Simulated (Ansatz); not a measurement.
Zr2N (P4₂/mnm, No. 136, 6 atoms in the cell; start mp-1014265) was calculated with r²SCAN in Ansatz (PAW).

Run with plane-wave cutoff 560 eV, 10×10×16 k mesh (along the axes of the cell as run), Fermi–Dirac smearing 0.05 eV, scalar-relativistic PAW data made under PBE.

Cell (relaxed at this level):

```
CELL_PARAMETERS angstrom
      5.41392     0.00000     0.00000
      0.00000     5.41392     0.00000
      0.00000     0.00000     3.30358
ATOMIC_POSITIONS crystal
  Zr 0.29645 0.29645 0.00000
  Zr 0.70355 0.70355 0.00000
  Zr 0.20355 0.79645 0.50000
  Zr 0.79645 0.20355 0.50000
  N  0.00000 0.00000 0.00000
  N  0.50000 0.50000 0.50000
```

### Question
What does this level give for the bulk modulus B0?

### Answer

* **bulk modulus B0**: 184 GPa

The run finds no gap.

Note: the bulk modulus is −V dP/dV from two relaxed cells at ±2 % in volume; the relaxation could not lower the start's symmetry, so the cell can be a saddle point above a distorted one.

The computed numbers hold no vibrational or temperature effects.

A start named mp-… is a Materials Project structure, which need not be a measured phase.

Ansatz is a quantum-chemistry and plane-wave program.
